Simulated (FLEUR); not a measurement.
FLEUR is run on Si2Ni (Fm-3m, 3 atoms in the cell), and the run fails. The aim is a self-consistent single point with DFT, LDA (Perdew-Zunger), all-electron FLAPW (FLEUR), scalar-relativistic valence.

Cell that was meant: a = 3.9192 Å, b = 3.9192 Å, c = 3.9192 Å, α = 60.00°, β = 60.00°, γ = 60.00°.

Part of the input:

```xml
   </cell>
   <atomSpecies>
      <species name="Nickel (Ni2.000" element="Ni" atomicNumber="28">
         <mtSphere radius="3.01" gridPoints="885" logIncrement="0.014"/>
         <atomicCutoffs lmax="10" lnonsphr="8"/>
         <electronConfig flipSpins="F">
            <coreConfig>(1s1/2) (2s1/2) (2p1/2) (2p3/2) (3s1/2)</coreConfig>
[...]
         <lo type="SCLO" l="1" n="3" eDeriv="0"/>
      </species>
      <species name="Silicon (Si)" element="Si" atomicNumber="14">
         <mtSphere radius="1.97" gridPoints="579" logIncrement="0.019"/>
         <atomicCutoffs lmax="6" lnonsphr="4"/>
         <electronConfig flipSpins="F">
            <coreConfig>(1s1/2) (2s1/2) (2p1/2) (2p3/2)</coreConfig>
```

Log, with long lists cut:

```
      Welcome to FLEUR        (www.flapw.de)
      MaX-Release 8.1          (www.max-centre.eu)
**************FLEUR-Error*****************
Error message: Overlapping MT-radii of two neighbours detected.
Error occurred in subroutine: chkmt
Error from PE:0/1
 Last known location:
```

**Question.** From the messages shown, name the fault and mend the input.

**Answer.** The fault is overlapping muffin-tin spheres. The method divides space into non-overlapping spheres and the region between them. To fix it, shrink the radii. The program stopped before any SCF iteration.

An input that runs soundly differs in these lines (not the only fix; some lines may just follow from the change or write a value another way):
```diff
-         <mtSphere radius="3.01" gridPoints="885" logIncrement="0.014"/>
+         <mtSphere radius="2.51" gridPoints="885" logIncrement="0.014"/>
-         <mtSphere radius="1.97" gridPoints="579" logIncrement="0.019"/>
+         <mtSphere radius="1.64" gridPoints="579" logIncrement="0.019"/>
```

With that input, the run converged in 23 iterations: free energy E − TS -57049.0366 eV; Fermi level (on the code's own zero) 9.19 eV; size of the cell's spin moment 0.00 μB (DFT, LDA (Perdew-Zunger), all-electron FLAPW (FLEUR), scalar-relativistic valence).

On the sound input: the starting cell was generated: these elements placed on a structure prototype, without a prior relaxation; it need not be a known phase or ordering of this composition. The starting moments vanished: the run ended non-magnetic, which need not be the lowest state. Values depend on the basis (sphere radii, cutoffs, local orbitals), which need not be converged.
